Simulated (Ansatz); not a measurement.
The starting structures come from a database of crystals and need not be the phases stable at ambient conditions.

By PBEsol, the system below comes out a metal.

A figure of merit of an interconnect metal is its ballistic conductance per area.

```xyz
2
Lattice="5.1054 0.0000 0.0000 -2.5527 4.4214 0.0000 2.5527 1.4738 2.0843" Properties=species:S:1:pos:R:3 pbc="T T T"
Lu     0.0000     2.9476     1.0421
Hg     0.0000     0.0000     0.0000
```

Space group of this cell: Pm-3m, CsCl type. The cell is taken as given; by PBEsol its mean pressure is -1.3 GPa.

The current flows along the normal of the first two printed cell vectors, the (111) plane of the conventional cell. No spin-orbit coupling; the value is a mean over 0.1 eV about the Fermi level.

Q: Compute, with PBEsol (Ansatz, a quantum-chemistry and plane-wave program), the ballistic conductance per area.

A: 0.67 × 10¹⁵ S/m² for both spins.
